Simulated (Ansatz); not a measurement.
Results of r²SCAN+rVV10 in Ansatz (PAW) for InP (model structure, started from the NiAs type, P6₃/mmc, No. 194, 4 atoms in the cell).

Input:

Ansatz 0.2 input:
```yaml
crystal:
  lattice:
    - [3.8119086475, 0.0000002771, 0.0]
    - [-1.9059545638, 3.3012095871, 0.0]
    - [0.0, 0.0, 6.4923453641]
  atoms:
    - { symbol: In, position: [0.0, 0.0, 0.0] }
    - { symbol: In, position: [0.0, 0.0, 0.5] }
    - { symbol: P, position: [0.3333333333, 0.6666666667, 0.25] }
    - { symbol: P, position: [0.6666666667, 0.3333333333, 0.75] }
basis:
  ecutwfc: 560
  ecutrho_ratio: 4
  xc_grid: 3
kpoints:
  mp_grid: { grid: [18, 18, 10] }
hamiltonian:
  xc: r2scan
  dispersion: rvv10
  pseudopotentials: { kind: paw }
scf:
  occupations: { method: fermi_dirac, width: 0.05 }
output:
  forces: true
  stress: true
  eigenvalues: true
relax:
  f_tol: 0.004
  escape_saddle: false
  max_steps: 80
  cell: { stress_tol: 0.02, fix: [volume] }
```

The run printed, among other lines:

```
Relaxation: its limit of steps is 80 (relax.max_steps)
Crystal: 4 atoms, lattice volume = 81.699 Å³
Basis set: ecut = 560 eV, 2491 PW (Γ), exchange–correlation on 90×90×162 points (27 copies of the dense FFT grid, shifted against one another)
Bands: 22, of which v1, the nominal top of the filled ones, is band 18 counted from 1 (17 counted from 0)
Symmetry: 24 space group operations
Space group: P63/mmc (ITA 194), of the structure as read, at distance tolerance 4.3e-5 Å
k-points: 222 of 3240
Functional: x = r2scan, c = r2scan + rvv10(b = 11.95, C = 0.0093); τ floored in thin density (d = 2e-4 eV/Å³)
SCF iter   1: F=—  HF=-12737.379068 eV  |F-HF|=—  |Δ(HF+E_count)|=         —  Δρ=7.49e-3  dr2=2.76e-2  dr2_τ=1.33e-2
SCF iter   2: F=—  HF=-12737.416473 eV  |F-HF|=—  |Δ(HF+E_count)|=   3.74e-2  Δρ=3.39e-3  dr2=5.12e-3  dr2_τ=2.15e-4
  ...
SCF 1 converged in 7 iterations: F = -12737.417054 eV  dr2 = 2.75e-8
Crystal: 4 atoms, lattice volume = 81.699 Å³
Initial density: handed on by an earlier stage of this run
SCF 2 converged in 5 iterations: F = -12737.416967 eV  dr2 = 7.00e-9
Crystal: 4 atoms, lattice volume = 81.699 Å³
SCF 3 converged in 8 iterations: F = -12737.417136 eV  dr2 = 4.74e-12
Crystal: 4 atoms, lattice volume = 81.699 Å³
SCF iter   3: F=—  HF=-12737.417136 eV  |F-HF|=—  |Δ(HF+E_count)|=  3.27e-11  Δρ=4.37e-7  dr2=5.47e-11  dr2_τ=2.28e-11
SCF iter   4: F=-12737.417136 eV  HF=-12737.417136 eV  |F-HF|=1.46e-11  |Δ(HF+E_count)|=  1.20e-10  Δρ=7.69e-8  dr2=2.82e-12  dr2_τ=1.45e-12
SCF 4 converged in 4 iterations: F = -12737.417136 eV  dr2 = 2.82e-12
SCF converged after 4 iterations
Free energy (F): -12737.417136 eV
Internal energy: -12737.405668 eV  (E = F + TS)
E sigma→0 (E₀):  -12737.411402 eV
Fermi energy:    9.748578 eV
--- Stress (GPa, compression-positive) ---
        1.814543      -0.000000      -0.000000
       -0.000000       1.814543       0.000000
       -0.000000       0.000000       1.814934
  P = ⅓ Tr σ = 1.8147 GPa (18.147 kbar)
```

The cell is one volume of an energy–volume scan, off the minimum.

The PAW data were made under PBE.

Note: the relaxation could raise the start's symmetry but not lower it, so the cell can be a saddle point.

It cost about 80 core-seconds (a rough figure) of CPU time.

A model structure was made by putting elements into a prototype or built by hand; it is no filed structure, need not be a known phase, and can be a saddle point held by its symmetry.

Ansatz is a quantum-chemistry and plane-wave program.
